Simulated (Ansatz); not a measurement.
Worked example: zone-centre phonon calculation of Mg (R-3m, 3 atoms in the cell) in Ansatz (an electronic-structure program).

Level of theory: LDA (PW92), default PAW files made with PBE (plane waves; Ansatz).

```yaml
crystal:
  lattice:
    - [1.58792, 0.91678, 7.67678]
    - [-1.58792, 0.91678, 7.67678]
    - [0.00000, -1.83357, 7.67678]
  atoms:
    - { symbol: Mg, position: [0.00000, 0.00000, 0.00000] }
    - { symbol: Mg, position: [0.22193, 0.22193, 0.22193] }
    - { symbol: Mg, position: [0.77807, 0.77807, 0.77807] }
```

Reference input (self-consistent single point, DFT, LDA (PW92), plane waves, default PAW files made with PBE): basis.ecutwfc = 420 eV; kpoints.mp_grid.grid = 12 12 12; hamiltonian.xc = lda; hamiltonian.pseudopotentials = {kind: paw} (the program's default PAW files); scf.occupations.method = gaussian; scf.occupations.width = 0.1 eV. This run's input differs from it in these lines:

```diff
@@ -23,6 +23,6 @@
     width: 0.1
-output:
-  forces: true
-  eigenvalues: true
-  stress: true
+  convergence:
+    dr2_threshold: 1.0e-07 eV
+phonons:
+  method: dfpt
```

Output, abridged:

```
SCF iter   1: F=—  HF=-5704.804851 eV  |F-HF|=—  |Δ(HF+E_count)|=         —  Δρ=6.32e-3  dr2=1.13e-2  ethr=1.77e-3  ⟨swp⟩=5.1  Hψ=39371  notcnv=0
all-band conjugate gradients solve this SCF's bands
preconditioner: auto → Kerker (q_TF=auto, 2.386 Å⁻¹)
SCF iter   2: F=—  HF=-5704.793178 eV  |F-HF|=—  |Δ(HF+E_count)|=   1.17e-2  Δρ=2.52e-3  dr2=2.96e-3  ethr=3.76e-5  ⟨swp⟩=2.0  Hψ=18887  notcnv=0
SCF iter   3: F=—  HF=-5704.792360 eV  |F-HF|=—  |Δ(HF+E_count)|=   8.18e-4  Δρ=6.85e-4  dr2=5.62e-4  ethr=9.88e-6  ⟨swp⟩=2.1  Hψ=13835  notcnv=0
SCF iter   4: F=—  HF=-5704.792309 eV  |F-HF|=—  |Δ(HF+E_count)|=   5.04e-5  Δρ=9.74e-5  dr2=5.61e-6  ethr=1.87e-6  ⟨swp⟩=1.6  Hψ=9387  notcnv=0
SCF iter   5: F=—  HF=-5704.792305 eV  |F-HF|=—  |Δ(HF+E_count)|=   4.11e-6  Δρ=3.75e-5  dr2=6.37e-7  ethr=1.87e-8  ⟨swp⟩=2.0  Hψ=16100  notcnv=0
SCF iter   6: F=-5704.792305 eV  HF=-5704.792305 eV  |F-HF|=3.47e-8  |Δ(HF+E_count)|=   4.16e-7  Δρ=5.85e-6  dr2=4.17e-8  ethr=3.33e-10  ⟨swp⟩=9.5  Hψ=63447  notcnv=0
SCF 1 converged in 6 iterations: F = -5704.792305 eV  dr2 = 4.17e-8
DFPT response loops at Γ: preconditioner auto → Kerker (q_TF=auto, 2.386 Å⁻¹) (partly filled bands, converged f_vac=0.000) …
Free energy (F): -5704.792305 eV
Internal energy: -5704.785600 eV  (E = F + TS)
E sigma→0 (E₀):  -5704.788952 eV
Entropy (-TS):   -0.006705 eV (-2.235 meV/atom)
Fermi energy:    5.646728 eV
--- Phonons (Γ-DFPT): 4 representative perturbations + reference, on 476 of 1728 k-points (Σ response iterations 16) ---
  k mesh reduced under 2 symmetry operations, with k and −k counted as one. Each operation leaves every solved perturbation unchanged …
  ASR residual: 3.837e-3 → 0.000e0 eV/Å²; symmetrization residual: 3.227e-5 eV/Å²
  ASR residual per site (eV/Å²): 3.41e-3 3.84e-3 3.84e-3
  Γ frequencies (cm⁻¹): 0.00 0.00 0.00 109.83 109.83 110.65 110.65 208.53 212.57
  non-analytic LO–TO correction: not included (Born effective charges unavailable; polar crystals: no LO–TO splitting at Γ)
```

The run converged in 6 iterations. 

Summary of the result:
Free energy E − TS (on the zero of these files): -5704.7923 eV
Fermi level (on the code's own zero): 5.65 eV
Zone-centre frequencies (cm⁻¹; negative means imaginary): 0, 0, 0, 110, 110, 111, 111, 209, 213

The starting cell comes from a database of computed structures (which also holds hypothetical and non-ambient phases and stackings), without a prior relaxation at this level. Its lattice was rescaled by up to half a per cent.

Cost on one core of a shared machine: roughly 10 min.

Keys are those of Ansatz 0.2.
